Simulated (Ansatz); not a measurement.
**Convergence series on NaCl (Fm-3m, 2 atoms in the cell)**

```xyz
2
Lattice="0.0000 2.8234 2.8234 2.8234 0.0000 2.8234 2.8234 2.8234 0.0000" Properties=species:S:1:pos:R:3 pbc="T T T"
Na     0.0000     0.0000     0.0000
Cl     2.8234     2.8234     2.8234
```

Computed with HSE06, PAW files made with PBE (plane waves; Ansatz, a program for electronic structure).

The starting cell comes from a database of computed structures (which also holds hypothetical and non-ambient phases and stackings), without a prior relaxation at this level. Its lattice was rescaled by a random factor within 2.5 % of one. Ansatz's pressure includes its estimate of the finite-basis (Pulay) stress.

Held fixed: basis.ecutwfc = 420 eV; hamiltonian.xc = hse06; hamiltonian.pseudopotentials = {kind: paw} (the program's default PAW files); scf.occupations.method = gaussian; scf.occupations.width = 0.05 eV.

ΔF is the free energy per atom less that of the last row (6 6 6).

The series runs over kpoints.mp_grid.grid = 2 2 2; 3 3 3; 4 4 4; 5 5 5; 6 6 6.

**Question.** From which setting on does the energy stay within 1 meV/atom of the last one?

**Answer.** From kpoints.mp_grid.grid = 4 4 4 on; the one before it is off by 7.7 meV/atom.

**Question.** From which setting on does the pressure stay within 0.5 GPa of the last one?

**Answer.** From kpoints.mp_grid.grid = 3 3 3 on; the one before it is off by 1.9 GPa. The value it settles on is 0.1 GPa at this level of theory and with the other settings as held.

| kpoints.mp_grid.grid | ΔF (meV/atom) | pressure (GPa) | gap on the mesh (eV) | k-points | iterations |
|---|---|---|---|---|---|
| 2 2 2 | 117.4 | 2.00 | 6.470 | 3 | 12 |
| 3 3 3 | 7.7 | 0.26 | 6.470 | 4 | 11 |
| 4 4 4 | 0.64 | 0.10 | 6.466 | 8 | 12 |
| 5 5 5 | 0.06 | 0.08 | 6.465 | 10 | 12 |
| 6 6 6 | 0.00 | 0.08 | 6.464 | 16 | 12 |

The gap is read on the k-point mesh of the run and can differ from the gap over the whole zone at this level.

Keys are those of Ansatz 0.2.
